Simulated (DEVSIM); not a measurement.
abrupt GaP p-n junction

Structure: abrupt GaP p-n junction, at 350 K.

| layer (left to right) | material | thickness (μm) | Nd (cm⁻³) | Na (cm⁻³) | τn (s) | τp (s) |
|---|---|---|---|---|---|---|
| 1 | GaP | 0.190 | - | 4.1e18 | 2.2e-7 | 2.2e-7 |
| 2 | GaP | 90.0 | 1.5e17 | - | 2.2e-7 | 2.2e-7 |

Left contact: ohmic. Right contact: ohmic. Voltage is applied to the left contact. Recombination: SRH at mid-gap, radiative, Auger. Mobility is constant in doping.

Constants are typed, rounded textbook-type inputs, not results; the design itself was drawn at random and stands for no fabricated device. Values at 300 K; Nc and Nv go as T^1.5, mobilities as T to minus their exponent, the gap by Varshni's rule with the affinity fixed.

| parameter | GaP |
|---|---|
| gap (eV) | 2.26 |
| affinity (eV) | 3.8 |
| permittivity | 11.1 |
| Nc (cm⁻³) | 1.8e19 |
| Nv (cm⁻³) | 1.9e19 |
| μn (cm²/Vs) | 250 |
| μp (cm²/Vs) | 150 |
| T exponent of μn | 1.6 |
| T exponent of μp | 1.98 |
| B (cm³/s) | 1e-13 |
| Cn (cm⁶/s) | 1e-30 |
| Cp (cm⁶/s) | 1e-30 |
| Varshni α (eV/K) | 0.00058 |
| Varshni β (K) | 372 |

Simulated with DEVSIM: 1D drift-diffusion, Boltzmann statistics, complete ionisation; no tunnelling, impact ionisation, image-force lowering or self-heating.

| Property | Value |
|---|---|
| Potential step across the device at zero bias | 2.035 V |
| Largest field in the device at zero bias | 310000 V/cm |
| Dark forward voltage at 1 A/cm² | 1.759 V |
| Dark forward voltage at 100 A/cm² | 2.078 V |

Small-signal capacitance in reverse bias (quasi-static):

```
V (V)  C (nF/cm²)
-----  ----------
-0.1         74.1
-0.25        71.6
-0.5         67.9
-0.75        64.7
-1           61.9
-1.5         57.3
-2           53.5
-2.5         50.5
-3.25        46.7
-4           43.7
-5           40.4
```

Dark forward current:

(V (V), J (A/cm²)): (0.25, 1.9e-14); (0.75, 9.2e-11); (0.90, 1.2e-9); (1.00, 6.6e-9); (1.15, 8.9e-8); (1.30, 1.5e-6); (1.45, 5.5e-5); (1.60, 0.0058); (1.70, 0.15); (1.85, 11); (2.00, 64); (2.15, 140); (2.25, 190); (2.40, 280); (2.55, 380); (2.70, 480); (2.85, 600); (2.95, 680); (3.10, 810); (3.25, 950)
